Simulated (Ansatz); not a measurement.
The parent structure is SiC (space group P6_3mc, No. 186; a = 3.0778 Å, c = 10.0773 Å). Axes: x lies along a and z along c of the hexagonal cell.

The values are results of r2SCAN, PAW, 500 eV (Ansatz, a quantum-chemistry and plane-wave program; scalar-relativistic without spin-orbit coupling), earlier PAW set, not measurements.

For the base:

```
Quantity               Result
-------------------  --------
Smallest direct gap   3.78 eV
Pressure             0.00 GPa
Band gap              2.60 eV
```

Modification: compressive biaxial strain of 4.99 % in the plane normal to [001], as in epitaxy on a mismatched substrate; the out-of-plane cell vector and the atoms relax.

What does the calculation give for the smallest direct gap, ratio −ε⊥/ε∥, pressure and band gap after the change?

The smallest direct gap drops by 0.30 eV, from 3.78 eV to 3.48 eV; the ratio −ε⊥/ε∥ is 0.20; the pressure (mean of the normal stresses, compression positive) goes from zero to 25.60 GPa; the band gap decreases by 0.52 eV, from 2.60 eV to 2.08 eV.

No phonon test of stability was made.
